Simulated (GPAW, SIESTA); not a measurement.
A SIESTA input for a self-consistent single point of Ti (P6_3/mmc, 2 atoms in the cell) (DFT, GGA PBE, numerical atomic orbitals DZP, PseudoDojo PBE standard norm-conserving potentials (rewritten from UPF to PSML)):

```
# files in the folder: Ti.psml (PseudoDojo PBE standard)
SystemName  Ti
SystemLabel siesta

NumberOfAtoms                2
NumberOfSpecies              1
%block ChemicalSpeciesLabel
  1 22 Ti
%endblock ChemicalSpeciesLabel
LatticeConstant              1.0 Ang
%block LatticeVectors
     1.475000000   -2.554774940    0.000000000
     1.475000000    2.554774940    0.000000000
     0.000000000    0.000000000    4.680000000
%endblock LatticeVectors
AtomicCoordinatesFormat      Ang
%block AtomicCoordinatesAndAtomicSpecies
     1.475000000    0.851591664    1.170000000  1
     1.475000000   -0.851591664    3.510000000  1
%endblock AtomicCoordinatesAndAtomicSpecies

XC.functional                GGA
XC.authors                   PBE
PAO.BasisSize                DZP
PAO.EnergyShift              0.01 Ry
MeshCutoff                   300 Ry
%block kgrid.MonkhorstPack
   13   0   0  0.0
    0  13   0  0.0
    0   0   7  0.0
%endblock kgrid.MonkhorstPack
OccupationFunction           FD
ElectronicTemperature        0.1 eV

MaxSCFIterations             150
SCF.Mixer.Method             Broyden
SCF.Mixer.Weight             0.1
SCF.Mixer.History            6
SCF.DM.Tolerance             1.0E-05
Diag.ParallelOverK           true
WriteForces                  true
```

Question: Give the GPAW input for the same structure, mesh, smearing and functional.

Answer: This is the input that was run; spellings and numerical settings could be chosen otherwise.

```python
from ase import Atoms
from ase.units import GPa
from gpaw import GPAW

atoms = Atoms(['Ti', 'Ti'],
              cell=[[1.475000, -2.554775, 0.000000],
                    [1.475000, 2.554775, 0.000000],
                    [0.000000, 0.000000, 4.680000]],
              scaled_positions=[[0.333333, 0.666667, 0.250000],
                                [0.666667, 0.333333, 0.750000]],
              pbc=True)

calc = GPAW(mode={'name': 'pw', 'ecut': 850},
            xc='PBE',
            kpts=(13, 13, 7),
            occupations={'name': 'fermi-dirac', 'width': 0.1},
            nbands=-8,
            convergence={'forces': 0.001},
            symmetry={'symmorphic': False, 'tolerance': 0.0005},
            maxiter=150)

atoms.calc = calc

energy = atoms.get_potential_energy()
print('Energy (eV):', round(energy, 6))
forces = atoms.get_forces()
print('Forces (eV/Ang):')
print(forces.round(5))
stress = atoms.get_stress()
print('Stress (GPa, Voigt):', (stress / GPa).round(4))
```

Basis, cutoffs, solver keys and any potentials are the target program's own. This input uses DFT PBE, plane waves, GPAW PAW datasets PBE (gpaw-data 1.0.1). Both were run: pressure -3.73 GPa in SIESTA and -1.29 in GPAW.

On GPAW: the starting cell has typed, rounded lattice constants, without a prior relaxation at this level. Spin polarisation is off.

On SIESTA: the starting cell has typed, rounded lattice constants, without a prior relaxation at this level. Spin polarisation is off. Values carry the incompleteness of an atom-centred basis. With a pressure of about -4 GPa the cell is away from its equilibrium volume at this level.
